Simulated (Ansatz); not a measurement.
Ansatz (a first-principles code) run on LuCd2 (P-3m1, 3 atoms in the cell): self-consistent single point.

Method of the run: PBEsol, default PAW files made with PBE (plane waves; Ansatz).

```yaml
crystal:
  lattice:
    - [5.38209, 0.00000, 0.00000]
    - [-2.69104, 4.66103, 0.00000]
    - [0.00000, 0.00000, 3.21734]
  atoms:
    - { symbol: Lu, position: [0.00000, 0.00000, 0.00000] }
    - { symbol: Cd, position: [0.66667, 0.33333, 0.95336] }
    - { symbol: Cd, position: [0.33333, 0.66667, 0.04664] }
```

Reference input (self-consistent single point, DFT, PBEsol, plane waves, default PAW files made with PBE): basis.ecutwfc = 420 eV; kpoints.mp_grid.grid = 7 7 10; hamiltonian.xc = pbesol; hamiltonian.pseudopotentials = {kind: paw} (the program's default PAW files); scf.occupations.method = gaussian; scf.occupations.width = 0.272 eV. This run's input differs from it in these lines:

Ansatz 0.2 input:
```diff
@@ -13,3 +13,3 @@
 kpoints:
-  mp_grid: { grid: [7, 7, 10] }
+  mp_grid: { grid: [6, 6, 8] }
 hamiltonian:
```

Output (repeated stretches shortened):

```
SCF iter   1: F=—  HF=-30979.110319 eV  |F-HF|=—  |Δ(HF+E_count)|=         —  Δρ=4.73e-3  dr2=1.39e-2  ethr=1.77e-3  ⟨swp⟩=5.8  Hψ=7469  notcnv=0
all-band conjugate gradients solve this SCF's bands
preconditioner: auto → Kerker (q_TF=auto, 2.632 Å⁻¹)
SCF iter   2: F=—  HF=-30979.104036 eV  |F-HF|=—  |Δ(HF+E_count)|=   6.28e-3  Δρ=2.08e-3  dr2=3.67e-3  ethr=2.14e-5  ⟨swp⟩=2.3  Hψ=3748  notcnv=0
   [... lines left out ...]
SCF iter   5: F=—  HF=-30979.103598 eV  |F-HF|=—  |Δ(HF+E_count)|=   1.46e-4  Δρ=2.43e-4  dr2=5.41e-5  ethr=6.48e-7  ⟨swp⟩=2.0  Hψ=2646  notcnv=0  defer=1
SCF iter   6: F=—  HF=-30979.103576 eV  |F-HF|=—  |Δ(HF+E_count)|=   2.23e-5  Δρ=7.54e-5  dr2=4.29e-6  ethr=8.32e-8  ⟨swp⟩=2.1  Hψ=2985  notcnv=0  defer=2
SCF iter   7: F=—  HF=-30979.103575 eV  |F-HF|=—  |Δ(HF+E_count)|=   1.43e-6  Δρ=1.55e-5  dr2=1.30e-7  ethr=6.60e-9  ⟨swp⟩=2.7  Hψ=3291  notcnv=0  defer=2
SCF iter   8: F=-30979.103575 eV  HF=-30979.103575 eV  |F-HF|=1.87e-9  |Δ(HF+E_count)|=   3.18e-8  Δρ=3.16e-6  dr2=8.68e-9  ethr=1.54e-10  ⟨swp⟩=10.0  Hψ=10410  notcnv=0
SCF 1 converged in 8 iterations: F = -30979.103575 eV  dr2 = 8.68e-9
Free energy (F): -30979.103575 eV
Internal energy: -30979.035629 eV  (E = F + TS)
E sigma→0 (E₀):  -30979.069602 eV
Entropy (-TS):   -0.067946 eV (-22.649 meV/atom)
Fermi energy:    12.262952 eV
--- Forces (eV/Å), atoms counted from 1 ---
  atom   1  Lu     0.00000000    -0.00000000     0.00000000
  atom   2  Cd    -0.00000000    -0.00000000    -0.02100466
  atom   3  Cd     0.00000000     0.00000000     0.02100466
--- Stress (GPa, compression-positive) ---
       -3.564810       0.000000       0.000000
        0.000000      -3.564810      -0.000000
        0.000000      -0.000000      -1.900483
  P = ⅓ Tr σ = -3.0100 GPa (-30.100 kbar)
  The stress holds the Pulay correction. Without it, at fixed plane waves, as pw.x and ABINIT print it: P = -3.0467 GPa
```

The run converged in 8 iterations. Against the reference run the free energy rises by 4.1 meV/atom, the pressure hardly changes (-3.02 to -3.01 GPa) and the largest force goes from 0.014 to 0.021 eV/Å.

The starting cell comes from a database of computed structures (which also holds hypothetical and non-ambient phases and stackings), without a prior relaxation at this level. With a pressure of about -3 GPa the cell is away from its equilibrium volume at this level. Ansatz's pressure includes its estimate of the finite-basis (Pulay) stress.
